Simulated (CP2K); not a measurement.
Worked example: self-consistent single point of Sn (I4_1/amd, 2 atoms in the cell) in CP2K.

Level of theory: CP2K with PBEsol, GPW, DZVP-MOLOPT-SR-GTH basis, GTH-PBE potentials (GTH_POTENTIALS).

```
Sn
1.0
    4.46965     0.00000     0.00000
   -3.31759     2.99523     0.00000
   -0.57603    -1.49762     4.17171
Sn
2
Direct
  0.75000   0.25000   0.50000
  0.00000   0.00000   0.00000
```

Reference input (self-consistent single point, DFT PBE, GPW, DZVP-MOLOPT-SR-GTH basis, GTH-PBE potentials (GTH_POTENTIALS)): CUTOFF = 400 Ry; REL_CUTOFF = 60 Ry; SMEAR/METHOD = FERMI_DIRAC; ELECTRONIC_TEMPERATURE = 1578.21 K; KPOINTS/SCHEME = MONKHORST-PACK 9 9 9; XC_FUNCTIONAL = PBE; Sn/BASIS_SET = DZVP-MOLOPT-SR-GTH-q4; Sn/POTENTIAL = GTH-PBE-q4; METHOD = GPW; EPS_DEFAULT = 1e-10; NGRIDS = 4; SCF_GUESS = ATOMIC. This run's input differs from it in these lines:

```diff
@@ -42,3 +42,6 @@
     &XC
-      &XC_FUNCTIONAL PBE
+      &XC_FUNCTIONAL
+        &PBE
+          PARAMETRIZATION PBESOL
+        &END PBE
       &END XC_FUNCTIONAL
```

The program printed (abridged):

```
 SCF WAVEFUNCTION OPTIMIZATION

  Step     Update method      Time    Convergence         Total energy    Change
     1 NoMix/Diag. 0.30E+00      -     0.30471343        -7.0669299186 -7.07E+00
     2 Broy./Diag. 0.30E+00      -     0.00228725        -7.0548616862  1.21E-02
     3 Broy./Diag. 0.30E+00      -     0.00615801        -6.9752415378  7.96E-02
     4 Broy./Diag. 0.30E+00      -     0.00010523        -6.9707015038  4.54E-03
     5 Broy./Diag. 0.30E+00      -     0.00015446        -6.9688926327  1.81E-03
     6 Broy./Diag. 0.30E+00      -     0.00000353        -6.9687701386  1.22E-04
     7 Broy./Diag. 0.30E+00      -     0.00000603        -6.9687425881  2.76E-05
     8 Broy./Diag. 0.30E+00      -     0.00000046        -6.9687453233 -2.74E-06
  *** SCF run converged in     8 steps ***

  Overlap energy of the core charge distribution:               0.00000000016889
  Self energy of the core charge distribution:                -14.92071625911422
  Core Hamiltonian energy:                                      3.16697990421997
  Hartree energy:                                               6.84177231801507
  Exchange-correlation energy:                                 -2.05461023085921
  Electronic entropic energy:                                  -0.00217105554658
  Fermi energy:                                                 0.17863470922084

  Total energy:                                                -6.96874532333724
  Total energy (extrapolated to T->0):                         -6.96765979556395

   [... lines left out ...]

 STRESS| Analytical stress tensor [bar]
 STRESS|                        x                   y                   z
 STRESS|      x        1.52476532229E+04  -1.21512995530E+03   5.56783683350E-02
 STRESS|      y       -1.21512995530E+03   1.25544062875E+04   2.54282640490E-02
 STRESS|      z        5.56783683350E-02   2.54282640490E-02   1.57148636139E+04
 STRESS| 1/3 Trace                                             1.45056410414E+04
```

The run converged in 8 iterations. Against the reference run the pressure goes from 2.14 to 1.45 GPa.

The starting cell comes from a database of computed structures (which also holds hypothetical and non-ambient phases and stackings), without a prior relaxation at this level. Its lattice was rescaled by a random factor within 2.5 % of one. Values carry the incompleteness of an atom-centred basis. The potentials were made for another functional than the one used.
